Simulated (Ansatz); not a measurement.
The starting structures come from a database of crystals and need not be the phases stable at ambient conditions.

Tunnelling through a barrier is set by its complex band structure: the current falls as exp(−2κd) with the smallest κ.

Data:

```
HfSrO3
1.0
    5.72798     0.00000     0.00000
    0.00000     8.26587     0.00000
    2.86399     4.13293     2.86399
Sr Hf O
2 2 6
Direct
  0.50000   0.25000   0.00000
  0.50000   0.75000   0.00000
  0.00000   0.50000   0.00000
  0.00000   0.00000   0.00000
  0.10318   0.80159   0.39682
  0.89682   0.19841   0.60318
  0.50000   0.69841   0.60318
  0.50000   0.30159   0.39682
  0.00000   0.25000   0.00000
  0.00000   0.75000   0.00000
```

Space group of this cell: I4/mcm. The cell is taken as given.

Transport runs along the normal of the first two printed cell vectors, the (100) plane of the conventional cell.

No gap correction and no spin-orbit coupling; mid-gap values are interpolated between computed energies.

Task: Give the band gap and the smallest decay constant κ at mid-gap that PBEsol (Ansatz, a quantum-chemistry and plane-wave program) yields.

Result: Gap 4.07 eV on a 10×10×10 mesh; κ = 0.306 1/Å, at the zone centre.
